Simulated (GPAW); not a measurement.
GPAW run on Ti2Sn (P6_3/mmc, 6 atoms in the cell): self-consistent single point

Method of the run: PBEsol, GPAW PAW datasets PBEsol (made by gpaw-setup) (plane waves; GPAW 25.7.0).

Input as run:

```python
from ase import Atoms
from ase.units import GPa
from gpaw import GPAW, PW, FermiDirac

atoms = Atoms(['Ti', 'Ti', 'Ti', 'Ti', 'Sn', 'Sn'],
              cell=[[4.735350, 0.000000, 0.000000],
                    [-2.367675, 4.100933, 0.000000],
                    [0.000000, 0.000000, 5.618860]],
              scaled_positions=[[0.666667, 0.333333, 0.250000],
                                [0.333333, 0.666667, 0.750000],
                                [0.000000, 0.000000, 0.000000],
                                [0.000000, 0.000000, 0.500000],
                                [0.666667, 0.333333, 0.750000],
                                [0.333333, 0.666667, 0.250000]],
              pbc=True)

calc = GPAW(mode=PW(850),
            xc='PBEsol',
            kpts=(7, 7, 5),
            occupations=FermiDirac(0.1),
            nbands=-10,
            convergence={'forces': 0.001},
            symmetry={'symmorphic': False, 'tolerance': 0.0005},
            maxiter=100,
            txt='-')

atoms.calc = calc

energy = atoms.get_potential_energy()
print('Energy (eV):', round(energy, 6))
forces = atoms.get_forces()
print('Forces (eV/Ang):')
print(forces.round(5))
stress = atoms.get_stress()
print('Stress (GPa, Voigt):', (stress / GPa).round(4))
```

The program printed (abridged):

```
Input parameters:
  convergence: {forces: 0.001}
  kpts: [7 7 5]
  maxiter: 100
  mode: {ecut: 850.0,
         name: pw}
  nbands: -10
  occupations: {fixmagmom: False,
                name: fermi-dirac,
                width: 0.1}
  symmetry: {symmorphic: False,
             tolerance: 0.0005}
  xc: PBEsol

species:
  Ti:
    name: Titanium
    Z: 22.0
    valence: 12
    core: 10
    charge: 0.0
    file: Ti.PBEsol.gz

    # Using partial waves for Ti as LCAO basis

  Sn:
    name: Tin
    Z: 50.0
    valence: 14
    core: 36
    charge: 0.0
    file: Sn.PBEsol.gz

    # Using partial waves for Sn as LCAO basis

Reference energy: -428662.797282  # eV

Spin-paired calculation

Convergence criteria:
 Maximum [total energy] change in last 3 cyles: 0.0005 eV / valence electron
 Maximum integral of absolute [dens]ity change: 0.0001 electrons / valence electron
 Maximum integral of absolute [eigenst]ate change: 4e-08 eV^2 / valence electron
 Maximum change in the atomic [forces] across last 2 cycles: 0.001 eV/Ang OR
Maximum error relative to the maximum force is below inf
 Maximum number of scf [iter]ations: 100

Symmetries present (total): 24
Symmetries with fractional translations: 12
245 k-points: 7 x 7 x 5 Monkhorst-Pack grid
24 k-points in the irreducible part of the Brillouin zone
       k-points in crystal coordinates                weights
   0:     0.00000000    0.00000000    0.00000000          1/245
   1:     0.00000000    0.00000000    0.20000000          2/245
   2:     0.00000000    0.00000000    0.40000000          2/245
   [... 7 lines left out ...]
          ...
  23:     0.42857143    0.42857143    0.40000000         12/245

Wave functions: Plane wave expansion
  Cutoff energy: 850.000 eV
  Number of coefficients (min, max): 6099, 6165
  Pulay-stress correction: 0.000000 eV/Ang^3 (de/decut=0.000000)

Occupation numbers: Fermi-Dirac:
  width: 0.1000  # eV

Eigensolver

Densities:
  Coarse grid: 32*32*40 grid
  Fine grid: 64*64*80 grid
  Total Charge: 0.000000

Density mixing:
  Method: separate
  Backend: pulay
  Linear mixing parameter: 0.05
  old densities: 5
  Damping of long wavelength oscillations: 50

Hamiltonian:
  XC and Coulomb potentials evaluated on a 64*64*80 grid
  External potential:
    NoExternalPotential

XC parameters: PBEsol with 2 nearest neighbor stencil

Number of atoms: 6
Number of atomic orbitals: 70
Number of bands in calculation: 48
Number of valence electrons: 76
Bands to converge: occupied

Density initialized from atomic densities
  48 bands from LCAO basis set

Atomic positions and initial magnetic moments

Positions:
   0 Ti     2.367677    1.366976    1.404715    ( 0.0000,  0.0000,  0.0000)
   1 Ti    -0.000002    2.733957    4.214145    ( 0.0000,  0.0000,  0.0000)
   2 Ti     0.000000    0.000000    0.000000    ( 0.0000,  0.0000,  0.0000)
   3 Ti     0.000000    0.000000    2.809430    ( 0.0000,  0.0000,  0.0000)
   4 Sn     2.367677    1.366976    4.214145    ( 0.0000,  0.0000,  0.0000)
   5 Sn    -0.000002    2.733957    1.404715    ( 0.0000,  0.0000,  0.0000)

Unit cell:
           periodic     x           y           z      points  spacing
  1. axis:    yes    4.735350    0.000000    0.000000    32     0.1282
  2. axis:    yes   -2.367675    4.100933    0.000000    32     0.1282
  3. axis:    yes    0.000000    0.000000    5.618860    40     0.1405

  Lengths:   4.735350   4.735350   5.618860
  Angles:   90.000000  90.000000 120.000002

Effective grid spacing dv^(1/3) = 0.1386

     iter     time        total  log10-change:
                         energy   eigst   dens  force
iter:   1 --:--:--   -40.823245
iter:   2 --:--:--   -40.790982   -0.88  -1.46
iter:   3 --:--:--   -40.311299   -1.41  -1.47
iter:   4 --:--:--   -40.152675   -1.24  -1.63
iter:   5 --:--:--   -40.339732   -1.23  -1.96
iter:   6 --:--:--   -40.191035   -2.18  -2.06
iter:   7 --:--:--   -40.219425   -1.25  -2.23
iter:   8 --:--:--   -40.164702   -2.63  -2.34
iter:   9 --:--:--   -40.222612   -1.97  -2.54
iter:  10 --:--:--   -40.164627   -2.51  -2.28
iter:  11 --:--:--   -40.152848   -2.04  -2.58
iter:  12 --:--:--   -40.156267c  -2.51  -3.37
iter:  13 --:--:--   -40.156468c  -3.28  -3.02
iter:  14 --:--:--   -40.158208c  -3.36  -2.97
iter:  15 --:--:--   -40.158457c  -3.86  -2.83
iter:  16 --:--:--   -40.156762c  -4.37  -2.79
iter:  17 --:--:--   -40.159910c  -3.68  -2.85
   [... 10 lines left out ...]
iter:  28 --:--:--   -40.154788c  -4.18  -3.30
iter:  29 --:--:--   -40.154719c  -4.05  -3.56
iter:  30 --:--:--   -40.154799c  -5.39  -3.80
iter:  31 --:--:--   -40.154758c  -5.31  -3.89
iter:  32 --:--:--   -40.154778c  -6.21  -3.88
iter:  33 --:--:--   -40.154801c  -5.92  -4.46c
iter:  34 --:--:--   -40.154786c  -7.14  -4.60c
iter:  35 --:--:--   -40.154782c  -7.37  -4.73c
iter:  36 --:--:--   -40.154787c  -7.03  -4.80c
iter:  37 --:--:--   -40.154782c  -7.79c -4.96c
iter:  38 --:--:--   -40.154781c  -8.03c -5.20c -16.82c

Converged after 38 iterations.

Dipole moment: (0.000000, -0.000000, 0.000000) |e|*Ang

Energy contributions relative to reference atoms: (reference = -428662.797282)

Kinetic:        +29.044270
Potential:      -24.475392
External:        +0.000000
XC:             -44.528608
Entropy (-ST):   -0.151620
Local:           -0.119241
SIC:             +0.000000
--------------------------
Free energy:    -40.230591
Extrapolated:   -40.154781

Showing only first 2 kpts
 Kpt  Band  Eigenvalues  Occupancy
  0    36      8.40993    1.99969
  0    37      8.41001    1.99969
  0    38     10.18841    0.00024
  0    39     10.18842    0.00024

  1    36      8.47072    1.99943
  1    37      8.47080    1.99943
  1    38      9.73681    0.02195
  1    39     10.33636    0.00006

Fermi level: 9.28671

Gap: 0.109 eV
Transition (v -> c):
  (s=0, k=16, n=37, [0.43, 0.00, 0.20]) -> (s=0, k=16, n=38, [0.43, 0.00, 0.20])
No difference between direct/indirect transitions
Energy (eV): -40.154781

Forces in eV/Ang:
  0 Ti    0.00000    0.00000   -0.00000
  1 Ti    0.00000    0.00000    0.00000
  2 Ti   -0.00000    0.00000    0.00000
  3 Ti   -0.00000   -0.00000    0.00000
  4 Sn   -0.00000   -0.00000   -0.00000
  5 Sn   -0.00000    0.00000    0.00000

Stress tensor:
     0.019431    -0.000000     0.000000
    -0.000000     0.019431     0.000000
     0.000000     0.000000     0.018164
Stress (GPa, Voigt): [ 3.1133  3.1133  2.9102  0.      0.     -0.    ]
```

The run converged in 38 iterations. GPAW prints stress with tension positive.

The starting cell comes from a database of computed structures (which also holds hypothetical and non-ambient phases and stackings), without a prior relaxation at this level. Spin polarisation is off. With a pressure of about -3 GPa the cell is away from its equilibrium volume at this level. The log's line on a gap gives a spacing of levels on this mesh, which the program prints for metals too.

Cost on one core of a shared machine: roughly 6 min.
